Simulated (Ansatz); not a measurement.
# Mo5Si3: pressure series

Base system: Mo5Si3 (space group I4/mcm, No. 140; a = 9.6039 Å, c = 4.8719 Å).

Cell and atoms are relaxed at each pressure.

Computed with PBEsol, PAW, 420 eV (Ansatz, a program for electronic structure; spin-orbit coupling left out).

```json
[
 {"P (GPa)": "-2.00", "V (Å³/atom)": "14.154"},
 {"P (GPa)": "-1.00", "V (Å³/atom)": "14.097"},
 {"P (GPa)": "0.30", "V (Å³/atom)": "14.026"},
 {"P (GPa)": "0.70", "V (Å³/atom)": "14.004"},
 {"P (GPa)": "1.49", "V (Å³/atom)": "13.962"},
 {"P (GPa)": "3.00", "V (Å³/atom)": "13.883"},
 {"P (GPa)": "5.00", "V (Å³/atom)": "13.782"},
 {"P (GPa)": "7.50", "V (Å³/atom)": "13.661"},
 {"P (GPa)": "10.00", "V (Å³/atom)": "13.545"}
]
```

A third-order Birch–Murnaghan fit to these points gives V₀ = 14.04 Å³/atom, B₀ = 257 GPa and B₀′ = 4.3. At pressure 10 GPa the volume is 96.5 % of V₀.

Load acts through the strain it causes; cell and atoms are relaxed under it. No phonon test of stability was made. Competing high-pressure phases were not computed. The final runs are not spin-polarised.
